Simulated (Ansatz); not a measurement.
**rock-salt ZrN (1 1 1) on 4H silicon carbide (0 0 1) (film strained to the substrate, started from cuts of the bulks and a machine-learned relaxation; slabs Si8C8 and N4Zr4, which can lie off the formulas)**

A periodic stack without vacuum, rock-salt ZrN (1 1 1) on 4H silicon carbide (0 0 1) (film strained to the substrate, started from cuts of the bulks and a machine-learned relaxation; slabs Si8C8 and N4Zr4, which can lie off the formulas): substrate slab Si8C8, film N4Zr4, surface cells [[0, 1], [-1, 0]] and [[1, 0], [0, 1]], film strained by -4.8 and -4.8 %, outermost planes C/Si and N/Zr as cut, which need not be the usual terminations and can put a slab off its formula.

The start was prepared with a machine-learned potential, and the result is one local minimum, with the in-plane cell held and forces under 0.04 eV/Å; the film can end far from its bulk form.

All values below come from PBE (plane waves to 420 eV, PAW; Ansatz, a program for electronic structure). Spin–orbit coupling is left out; the runs are not spin-polarised; PBE gaps are too small against experiment. Its k-point mesh 12×12×1, Fermi–Dirac width 0.05 eV.

```
Quantity                                                                                                                 Result
--------------------------------------------------------------------------------  ---------------------------------------------
interface area                                                                                                           8.3 Å²
period                                                                                                                  31.36 Å
heights between the nearest atoms of the two slabs at the two interfaces                                        1.75 and 1.75 Å
Si–Zr contacts across the interfaces within 1.22 times the sum of covalent radii                                 6, mean 3.23 Å
C–Zr contacts across the interfaces within 1.22 times the sum of covalent radii                                  3, mean 2.50 Å
N–Si contacts across the interfaces within 1.22 times the sum of covalent radii                                  1, mean 1.75 Å
estimate of the barrier                                                           withheld, since the two interfaces are unlike
slope of the mean potential energy in the substrate                                                              +5.9 MV/cm × e
```

```xyz
24
Lattice="3.0942 0.0001 -0.0695 1.5473 2.6798 -0.1013 -0.8411 -1.9041 31.4399" Properties=species:S:1:pos:R:3 pbc="T T T"
Si     2.4563    -0.1674     1.4836
Si     2.5706    -0.0424     6.5426
Si     0.9661     0.7883     4.0231
Si     2.6278     1.8066     9.0298
C      2.4991    -0.1206     3.3736
C      2.6131     0.0044     8.4329
C      1.0090     0.8352     5.9211
C      2.4420     1.6028     0.7867
Si     2.6841     0.0826    11.6060
Si     2.7956     0.2079    16.6704
Si     1.1925     1.0384    14.1502
Si     2.8522     2.0568    19.1454
C      2.7258     0.1293    13.4963
C      2.8380     0.2548    18.5630
C      1.2343     1.0853    16.0474
C      2.6705     1.8534    10.9271
N      1.3442    -0.5799    20.9955
N      2.9503     0.3773    23.5174
N      3.0136    -1.3396    26.3718
N      1.5287    -0.3788    29.0976
Zr     2.9192    -1.4428    22.2077
Zr     1.4350    -0.4814    24.9660
Zr     3.0442     0.4808    27.6805
Zr     3.1078    -1.2378    30.4631
```
